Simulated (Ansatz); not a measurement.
PBE against PBEsol: BeSe

Base system: BeSe in the zinc blende structure (space group F-43m, No. 216; a = 5.178 Å).

(Cell as relaxed with PBE.)

Levels (all Ansatz, a quantum-chemistry and plane-wave program, PAW): PBE (420 eV, scalar-relativistic without spin-orbit coupling); PBEsol (420 eV, spin-orbit coupling left out).

Each level relaxes its own structure.

| quantity | PBE | PBEsol |
|---|---|---|
| volume per atom | 17.35 Å³ | 16.86 Å³ |
| lattice parameter a | 5.178 Å | 5.129 Å |
| band gap | 2.67 eV | 2.47 eV |
| gap character | indirect, Γ → X | indirect, Γ → X |
| electron mass | 0.90 mₑ along k, 0.27 mₑ across | 0.84 mₑ along k, 0.26 mₑ across |
| hole mass (degenerate bands, along [100]) | 0.24, 0.48, 0.48 mₑ | 0.23, 0.46, 0.46 mₑ |

PBE's volume per atom lies 0.49 Å³ above PBEsol's (2.9 %); PBE's lattice parameter a lies 0.049 Å above PBEsol's (1.0 %); PBE's band gap lies 0.208 eV above PBEsol's; the two agree on the gap character. Neither level is exact; PBEsol is the comparison here, not a measurement.

Effective masses come from finite differences of ±0.01 Å⁻¹. Along k means along the line from Γ to the band edge. Stability against distortions was not tested.
